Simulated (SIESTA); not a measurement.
SIESTA run on ZrMnF6 (Fm-3m, 8 atoms in the cell): self-consistent single point.

Method of the run: GGA PBEsol+U, numerical atomic orbitals DZP, PseudoDojo PBEsol standard norm-conserving potentials (rewritten from UPF to PSML) (SIESTA 5.4.2).

```yaml
crystal:
  lattice:
    - [0.00000, 4.13559, 4.13559]
    - [4.13559, 0.00000, 4.13559]
    - [4.13559, 4.13559, 0.00000]
  atoms:
    - { symbol: Zr, position: [0.50000, 0.50000, 0.50000] }
    - { symbol: Mn, position: [0.00000, 0.00000, 0.00000], spin: 4.0 }
    - { symbol: F, position: [0.74500, 0.25500, 0.25500] }
    - { symbol: F, position: [0.25500, 0.74500, 0.74500] }
    - { symbol: F, position: [0.25500, 0.74500, 0.25500] }
    - { symbol: F, position: [0.74500, 0.25500, 0.74500] }
    - { symbol: F, position: [0.25500, 0.25500, 0.74500] }
    - { symbol: F, position: [0.74500, 0.74500, 0.25500] }
```
(The spins are starting values, not results.)

Reference input (self-consistent single point, DFT, GGA PBEsol, numerical atomic orbitals DZP, PseudoDojo PBEsol standard norm-conserving potentials (rewritten from UPF to PSML)): XC.functional = GGA; XC.authors = PBEsol; potentials = PseudoDojo PBEsol standard; PAO.BasisSize = DZP; PAO.EnergyShift = 0.01 Ry; MeshCutoff = 400 Ry; kgrid.MonkhorstPack = 4 4 4; OccupationFunction = FD; ElectronicTemperature = 0.02 eV; Spin = polarized; DM.InitSpin = [1 +0.00, 2 +4.00, 3 +0.00, 4 +0.00, 5 +0.00, 6 +0.00, 7 +0.00, 8 +0.00]; MaxSCFIterations = 150. This run's input differs from it in these lines:

```diff
@@ -52,2 +52,11 @@
 %endblock DM.InitSpin
+DFTU.ProjectorGenerationMethod 2
+DFTU.CutoffNorm              0.9
+DFTU.FirstIteration          true
+%block DFTU.proj
+  Mn 1
+  n=3 2
+  6.00 0.00
+  0.00 0.00
+%endblock DFTU.proj
```

Output (repeated stretches shortened):

```
        iscf     Eharris(eV)        E_KS(eV)     FreeEng(eV)     dDmax    Ef(eV) dHmax(eV)
   scf:    1    -8363.427112    -8347.360175    -8347.360175  0.973694 -2.017265  9.066482
     spin moment: {S} , |S| = {        0.0        0.0    5.00000 }     5.00000
   scf:    2    -8350.688647    -8349.087258    -8349.087258  0.068355 -2.410592  7.335727
     spin moment: {S} , |S| = {        0.0        0.0    5.00000 }     5.00000
   scf:    3    -8351.804755    -8351.323436    -8351.323436  0.199496 -5.073609  2.070277
     spin moment: {S} , |S| = {        0.0        0.0    5.00000 }     5.00000
   [... lines left out ...]
     spin moment: {S} , |S| = {        0.0        0.0    5.00000 }     5.00000
hubbard_term: recalculating local occupations   12
hubbard_term: maximum change in local occup.    0.000923
   scf:   16    -8351.553234    -8351.553234    -8351.553234  0.000010 -5.720051  0.000897
     spin moment: {S} , |S| = {        0.0        0.0    5.00000 }     5.00000
hubbard_term: recalculating local occupations   13
hubbard_term: maximum change in local occup.    0.000924
   scf:   17    -8351.553228    -8351.553228    -8351.553228  0.000010 -5.719978  0.000765
     spin moment: {S} , |S| = {        0.0        0.0    5.00000 }     5.00000
SCF Convergence by DM+H criterion
max |DM_out - DM_in|         :     0.0000096965
max |H_out - H_in|      (eV) :     0.0007648329
DFT+U population converged by dTol_pop criteria:
max |pop(DFT+U)_i - pop(DFT+U)_j|:     0.0009241392
SCF cycle converged after 17 iterations

Using DM_out to compute the final energy and forces
hubbard_term: recalculating local occupations   14
hubbard_term: maximum change in local occup.    0.000924
hubbard_term: recalculating Hamiltonian and forces

siesta: E_KS(eV) =            -8351.5645

siesta: E_KS - E_eggbox =     -8351.5645

siesta: Atomic forces (eV/Ang):
     1    0.000000    0.000000    0.000000
     2   -0.000000   -0.000000   -0.000000
     3    0.274346   -0.000012   -0.000012
     4   -0.274346    0.000012    0.000012
     5   -0.000012    0.274346   -0.000012
   [... lines left out ...]
siesta: FreeEng =     -8351.564541
siesta: Cell volume =        141.463268 Ang**3
siesta:         -41.63653231        -29.04351730  kBar
   [... lines left out ...]
     1     1.149206   10.850794    0.035408  Zr
     2     0.881971   14.118029    4.925240  Mn
     3    -0.338529    7.338529    0.006559  F
     4    -0.338529    7.338529    0.006559  F
     5    -0.338529    7.338529    0.006559  F
     6    -0.338529    7.338529    0.006559  F
     7    -0.338529    7.338529    0.006559  F
     8    -0.338529    7.338529    0.006559  F
 Total     0.000000                5.000000
```

The run converged in 17 iterations. Against the reference run the pressure goes from -4.84 to -4.16 GPa, the largest force goes from 0.071 to 0.274 eV/Å, the gap on the mesh goes from 2.498 to 4.745 eV and the size of the net moment stays at 0.62 μB/atom.

The starting cell comes from a database of computed structures (which also holds hypothetical and non-ambient phases and stackings), without a prior relaxation at this level. Its lattice was rescaled by a random factor within 2.5 % of one. With one magnetic atom in the cell only a parallel order is possible. With U or open f shells several self-consistent states can exist. Values carry the incompleteness of an atom-centred basis. With a pressure of about -4 GPa the cell is away from its equilibrium volume at this level.

Cost on one core of a shared machine: roughly 40 s.
